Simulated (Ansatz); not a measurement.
The reference is CdSe in the wurtzite structure (space group P6_3mc, No. 186).

```xyz
4
Lattice="4.2475 0.0000 0.0000 -2.1238 3.6785 0.0000 0.0000 0.0000 6.9410" Properties=species:S:1:pos:R:3 pbc="T T T"
Cd     0.0000     2.4523     0.0022
Cd     2.1238     1.2262     3.4727
Se     0.0000     2.4523     2.6076
Se     2.1238     1.2262     6.0781
```

Cartesian axes are those of the cell as printed.

Level of theory: DFT with LDA, PAW potentials and a 420 eV plane-wave cutoff in Ansatz (a program for electronic structure), no SOC.

Before the change:

The pressure is 0.00 GPa and the valence-band top at Γ is 0.00, 0.00, -0.07 eV.

Perturbation: uniaxial strain ε_zz = −0.60 %, all other strain components held at zero, atoms relaxed at fixed cell.

### Question
Estimate the effect on the pressure.

### Answer
The pressure (mean of the normal stresses, compression positive) goes from zero to 0.36 GPa.

### Question
What happens to the valence-band top at Γ?

### Answer
The valence-band top at Γ (three highest levels, from the VBM) goes from 0.00, 0.00, -0.07 eV to 0.00, 0.00, -0.04 eV.

The levels and masses belong to the bands next to the band gap. Stability against distortions was not tested.
